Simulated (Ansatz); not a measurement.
The reference is Na2S in the anti-fluorite structure (space group Fm-3m, No. 225; a = 6.5014 Å). Axes: x, y, z lie along the cube axes.

Calculations: Ansatz (an electronic-structure program), PBEsol, PAW, cutoff 420 eV, scalar-relativistic without spin-orbit coupling.

Strains are applied to the cell and any free atomic positions relax; under biaxial strain the out-of-plane vector relaxes too.

One change was made to it. Results:

The band gap grows by 0.046 eV to 2.47 eV; the energy increases by 3.9 meV/atom.

**Question.** Which of these changes matches the shifts?
A) biaxial strain −1.67 %, plane normal [111], relaxed out of plane
B) biaxial strain +1.67 %, plane normal [111], relaxed out of plane
C) biaxial strain −2.08 %, plane normal [111], relaxed out of plane

**Answer.** C, biaxial strain −2.08 %, plane normal [111], relaxed out of plane. For comparison, the energy relative to the base in the other runs: biaxial strain −1.67 %, plane normal [111], relaxed out of plane gives +2.5 meV/atom; biaxial strain +1.67 %, plane normal [111], relaxed out of plane gives +2.2 meV/atom.

Stability against distortions was not tested.
